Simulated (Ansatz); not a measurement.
System: Zr-vacancy pair (Zr on one host Cu site, one Cu site vacant) in fcc Cu (neutral cell). Method: PBE, PAW (plane waves to 420 eV; Ansatz, an electronic-structure program).

Cell of 32 host sites held at the relaxed PBE lattice; a 3×3×3 k-point mesh shifted by half a step; Fermi-Dirac width 0.10 eV, spin-restricted; finite-size errors left in. No zero-point or tunnelling terms. Forms of the defect that were not tried may lie lower.

Barriers: single points on a 5×5×5 k-point mesh shifted by half a step at the bands' geometries.

The step: one Cu atom jumps into the vacancy from a nearby Cu site (Zr-vacancy distance between ideal sites 2.57 → 3.63 Å); the atom moves 2.44 Å along (0.00, -0.45, 0.50) of the unit cell; the moving atom starts with neighbours 2 Cu at 2.53, Cu at 2.53, 2 Cu at 2.57, 3 Cu at 2.60, 2 Cu at 2.61, Cu at 2.65; Zr at 3.26 Å and ends with Cu at 2.49, 2 Cu at 2.51, 2 Cu at 2.55, 3 Cu at 2.61, 2 Cu at 2.67; Zr at 2.64 Å.

### Question
Estimate the migration barrier of this step that PBE, PAW returns for this input.

### Answer
0.85 eV forward and 0.44 eV backward. At the saddle the moving atom has neighbours 2 Cu at 2.34, 2 Cu at 2.42, Cu at 2.64, Cu at 2.77, Cu at 2.98; Zr at 2.72 Å. The saddle point's order was not checked, and it lies on a symmetry element of the cell, where a band can be held.
